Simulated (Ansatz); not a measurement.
Start from Nb₂O₅ (space group C2, No. 5; a cell from a computed database, its experimental status unchecked).

```xyz
7
Lattice="2.9802 -2.5447 0.0000 2.9802 2.5447 0.0000 -2.6725 0.0000 5.0826" Properties=species:S:1:pos:R:3 pbc="T T T"
Nb     2.9301     0.2167     3.5955
Nb     0.3577     0.2167     1.4871
O      1.6439    -1.1346     2.5413
O      0.8106     1.0672     3.3083
O      2.4773     1.0672     1.7743
O     -1.5075     0.3318     4.8772
O      4.7954     0.3318     0.2054
```

Cartesian axes are those of the cell as printed.

It is then changed as follows: the cell is stretched by 4.46 % along z with no lateral relaxation; the atoms relax in the strained cell.

Levels (all Ansatz, an electronic-structure program, PAW): PBEsol (420 eV, no spin-orbit coupling); r2SCAN (500 eV, no spin-orbit coupling); HSE06 (420 eV, scalar-relativistic without spin-orbit coupling).

One geometry, relaxed with PBEsol, under each level:

```json
[
 {"level": "PBEsol", "band gap": "1.90 eV", "lowest conduction level above the VBM at special points": "V₂ 1.90 eV; M₂ 2.14 eV; Y₂ 2.21 eV; C₂ 2.22 eV", "pressure": "-8.67 GPa"},
 {"level": "r2SCAN", "band gap": "___", "lowest conduction level above the VBM at special points": "___", "pressure": "___"},
 {"level": "HSE06", "band gap": "3.22 eV", "lowest conduction level above the VBM at special points": "V₂ 3.22 eV; M₂ 3.50 eV; Y₂ 3.55 eV; Γ 4.25 eV", "pressure": "–"}
]
```

Problem. Give the withheld r2SCAN results.

Solution. 
- r2SCAN, band gap: 2.26 eV
- r2SCAN, lowest conduction level above the VBM at special points: V₂ 2.26 eV; M₂ 2.54 eV; Y₂ 2.58 eV; C₂ 2.59 eV
- r2SCAN, pressure: -6.97 GPa

Single points use the geometry relaxed with PBEsol. Their cutoffs differ, which shifts pressures a little. The hybrid gap comes from the SCF mesh plus the semilocal run's edge points and a few special points and is an upper bound. No phonon test of stability was made.
